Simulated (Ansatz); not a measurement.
Input:

```
CELL_PARAMETERS angstrom
      2.17144     1.30497     4.00943
     -2.17144     1.30497     4.00943
      0.00000    -2.60994     4.00943
ATOMIC_POSITIONS crystal
  Bi 0.23220 0.23220 0.24065
  Bi 0.76780 0.76780 0.75935
```

No spin polarisation.

The values are results of r2SCAN+rVV10, PAW, 500 eV (Ansatz, an electronic-structure program; no spin-orbit coupling), not measurements. Γ-centred 13×13×13 mesh, Fermi–Dirac width 0.05 eV.

### Question
Estimate the band gap.

### Answer
Zero.

### Question
Predict the pressure (mean of the normal stresses, compression positive).

### Answer
1.9 GPa.

### Question
Predict the space group.

### Answer
C2/m (No. 12).

The cells carry an imposed strain or load. No phonon test of stability was made. The cell was made from Bi in the A7 type structure (space group R-3m, No. 166; layered) by this change: uniaxial strain ε_xx = −3.93 %.
